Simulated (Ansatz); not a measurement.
Take TiSi2 (space group Fddd, No. 70; a = 4.760 Å, b = 8.180 Å, c = 8.500 Å) as the base. Axes: x, y, z lie along a, b, c of the conventional cell.

Level of theory: PBEsol (Ansatz, an electronic-structure program), no SOC.

Strains are applied to the cell and any free atomic positions relax; under biaxial strain the out-of-plane vector relaxes too.

One change was made to it. Results:

```csv
quantity,base,after
energy relative to the base (free energy F),0 meV/atom,+6.1 meV/atom
shortest interatomic distance,2.517 Å,2.522 Å
band gap,zero,zero
"pressure (mean of the normal stresses, compression positive)",0.0 GPa,-3.1 GPa
```

Q: Which of these changes matches the shifts?
(A) biaxial strain +1.47 %, plane normal [001], relaxed out of plane
(B) isotropic strain −5.91 %
(C) biaxial strain +2.42 %, plane normal [001], relaxed out of plane

A: A, biaxial strain +1.47 %, plane normal [001], relaxed out of plane. For comparison, the energy relative to the base in the other runs: isotropic strain −5.91 % gives +0.254 eV/atom; biaxial strain +2.42 %, plane normal [001], relaxed out of plane gives +16 meV/atom.

Without a gap, meshes like the base's 13×13×13 leave anisotropic stresses uncertain by several tenths of a GPa, and small strain energies with them. Whether these cells are dynamically stable was not tested. All final runs are without spin polarisation.
